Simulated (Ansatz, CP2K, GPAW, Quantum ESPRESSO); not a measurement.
a (001) slab of La (cut from a parent of space group no. 194; 4 atoms in the cell) computed with different codes at matched settings

Self-consistent single point.

```xyz
4
Lattice="3.8354 0.0000 0.0000 -1.9177 3.3216 0.0000 0.0000 0.0000 23.0310" Properties=species:S:1:pos:R:3 pbc="T T T"
La     0.0000     0.0000    16.0310
La     0.0000     0.0000    10.0103
La     0.0000     2.2144     7.0000
La     1.9177     1.1072    13.0206
```

Shared settings, as Ansatz (a program for electronic structure) writes them: kpoints.mp_grid.grid = 10 10 1; scf.occupations.method = gaussian; scf.occupations.width = 0.02 Ry. Potentials and cutoffs stand in the table.

```
code                                                                                             model  largest force (eV/Å)       cutoff
----------------  ------------------------------------------------------------------------------------  --------------------  -----------
Quantum ESPRESSO                                   LDA (PZ), GBRV 1.5 ultrasoft (LDA) pseudopotentials                 0.512        40 Ry
Ansatz                                                             LDA (PW92), PAW files made with PBE                 0.518      default
GPAW                                     LDA (Perdew-Wang 92), GPAW PAW datasets LDA (gpaw-data 1.0.1)                 0.511       850 eV
CP2K              LDA (Pade form), GPW, DZVP-MOLOPT-SR-GTH basis, GTH-PADE potentials (GTH_POTENTIALS)                 0.404  grid 500 Ry
```

Size of the force on each atom (eV/Å): Sizes of forces hide their directions.

```csv
code,La1,La2,La3,La4
Quantum ESPRESSO,0.439,0.320,0.512,0.248
Ansatz,0.447,0.309,0.518,0.238
GPAW,0.439,0.312,0.511,0.240
CP2K,0.320,0.345,0.404,0.261
```

On Ansatz's run: the two faces of this cut differ, and no dipole correction was used.

The spread over the programs that give each value: largest force within 0.114 eV/Å.

CP2K uses small atom-centred bases, whose incompleteness enters pressures, forces and empty levels differently from a plane-wave cutoff. The same LDA comes in different parametrisations, which differ slightly. In the force vectors, CP2K (by 0.119) lies more than 0.08 eV/Å from the median of the plane-wave programs.

The starting cell comes from a database of computed structures (which also holds hypothetical and non-ambient phases and stackings), without a prior relaxation at this level. The slab is cut from that crystal, and its faces are unrelaxed. Its lattice was rescaled in the plane by a random factor within 2.5 % of one.

Keys are those of Ansatz 0.2.
